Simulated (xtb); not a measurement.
xtb 6.7.1, GFN2-xTB: Nb(Br)2(Me)3 ([CH3][Nb]([CH3])([CH3])([Br])[Br]), 15 atoms. The geometry is a generated start, not checked to be a minimum at this level.

```
Property                                                                                                        Value
------------------------  -------------------------------------------------------------------------------------------
method                                                                                                       GFN2-xTB
--acc                                                                                                     1 (default)
--etemp (K)                                                                                             300 (default)
detailed input (--input)  none: ANC optimiser, Lindh (1995) Hessian, microcycle=20, maxdispl=1.0, hlow=0.01 (default)
basis functions                                                                                                    51
valence electrons                                                                                                  40
```

```xyz
15

Nb     0.0135    -0.0216     0.0063
Br     1.9411    -0.5357     1.5490
Br    -1.9393     0.5931    -1.4634
C      0.3501     2.1945     0.3505
H      1.3318     2.4107     0.7868
H     -0.4194     2.5775     1.0355
H      0.2656     2.7486    -0.5929
C      1.0565    -1.0461    -1.7087
H      0.3530    -1.4003    -2.4712
H      1.6467    -1.9045    -1.3657
H      1.7461    -0.3351    -2.1893
C     -1.3960    -1.1766     1.3437
H     -0.8686    -1.8677     2.0111
H     -2.1060    -1.7582     0.7423
H     -1.9752    -0.4785     1.9659
```

Charge 0 and multiplicity 1 are set for this test and not shown to be the ground state.

The structure is relaxed from this start with --opt LEVEL for the levels crude, sloppy, loose, lax, normal, tight, vtight, extreme, once each. Up to the end of the extreme run atoms move by at most 0.41 Å along an axis.

### Question
Choose the cheapest level whose final energy lies within 1 meV of that of extreme.

### Answer
tight: 24 cycles against 58, ending 0.63 meV above.

```csv
level,cycles,energy above the extreme run (meV),gradient norm (eV/Å)
crude,3,3.8,0.041
sloppy,3,3.8,0.041
loose,3,3.8,0.041
lax,3,3.8,0.041
normal,4,3.8,0.050
tight,24,0.63,0.014
vtight,44,0.040,0.0032
extreme,58,—,0.0011
```
